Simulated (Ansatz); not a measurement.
An Ansatz (a program for electronic structure) input (LDA (Ansatz; PAW; 420 eV plane waves; without spin-orbit coupling)):

Ansatz 0.2 input:
```yaml
crystal:
  lattice:
    - [0, 2.6484106558, 2.6219265492]
    - [2.6484106558, 0, 2.6219265492]
    - [2.6484106558, 2.6484106558, 0]
  atoms:
    - { symbol: Zn, position: [0, 0, 0] }
    - { symbol: S, position: [0.75, 0.75, 0.75] }
basis: { ecutwfc: 420, ecutrho_ratio: 4, xc_grid: 2, fft_grid_basis: typed }
kpoints: { mp_grid: { grid: [11, 11, 11] } }
hamiltonian:
  xc: lda
  dispersion: none
  pseudopotentials: { kind: paw }
scf: { occupations: { method: fermi_dirac, width: 0.05 }, convergence: { dr2_threshold: 0.0000000002 } }
relax: { f_tol: 0.005, max_steps: 50 }
output: { forces: true, stress: true }
checkpoint: { write: state.ck, write_every: 1000 }
```

### Question
Which symmetry and how many k-points will the program report, and about how many plane waves at Γ?

### Answer
Space group I-4m2 (ITA 119) with 8 operations, k-points 126 of 1331, and 725 plane waves at Γ.

### Question
And the final pressure?

### Answer
0.88 GPa (compression positive).

The cells carry an imposed strain or load. Whether these cells are dynamically stable was not tested. The cell was made from ZnS in the zinc blende structure (space group F-43m, No. 216) by this change: uniaxial strain ε_zz = −1.00 %.
